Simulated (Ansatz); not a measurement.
CsCl-type CoAl was calculated with PBE-D3(BJ) in Ansatz (plane waves, PAW).

Run with plane-wave cutoff 520 eV, 16×16×16 k mesh, Fermi–Dirac smearing 0.1 eV, perturbation theory, no spin polarisation, scalar-relativistic PAW data made under PBE.

Computed at the level's own relaxed cell.

```yaml
crystal:
  lattice:
    - [2.81934, 0.00000, 0.00000]
    - [0.00000, 2.81934, 0.00000]
    - [0.00000, 0.00000, 2.81934]
  atoms:
    - { symbol: Al, position: [0.50000, 0.50000, 0.50000] }
    - { symbol: Co, position: [0.00000, 0.00000, 0.00000] }
```

Harmonic phonon frequencies (cm⁻¹; i marks an imaginary mode):

| q point | frequencies |
|---|---|
| Γ | 0 0 0 347 347 347 |
| X | [?] |
| M | 194 194 244 294 407 407 |

Q: Complete the blanks.

A: 
- X, frequencies: 215 215 267 302 302 425

No imaginary mode appears at these points.

Note: the dispersion coefficients are held fixed in the derivatives.

Ansatz is a quantum-chemistry and plane-wave program.
